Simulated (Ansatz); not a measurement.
Data:

```xyz
2
Lattice="3.2174 0.0000 0.0000 -1.6087 2.8097 0.0000 0.0000 0.0000 5.1584" Properties=species:S:1:pos:R:3 pbc="T T T"
Zr     0.0000     1.8824     3.8688
Zr     1.6087     0.9273     1.2896
```

No spin polarisation.

The values are results of Ansatz (a program for electronic structure) r2SCAN, no spin-orbit coupling, earlier PAW set, not measurements. Γ-centred 20×20×11 mesh, Fermi–Dirac width 0.1 eV.

### Question
Predict the band gap, space group and stress.

### Answer
The band gap is zero and the space group is Cmcm (No. 63). The stress (xx, yy, zz, yz, xz, xy; compression positive) comes out as (1.2, 0.6, 0.5, 0.0, 0.0, 0.0) GPa.

The cells carry an imposed strain or load. Whether these cells are dynamically stable was not tested. The final runs are not spin-polarised. The cell was made from Zr in the hcp (Mg type) structure (space group P6_3/mmc, No. 194) by this change: uniaxial strain ε_xx = −0.83 %.
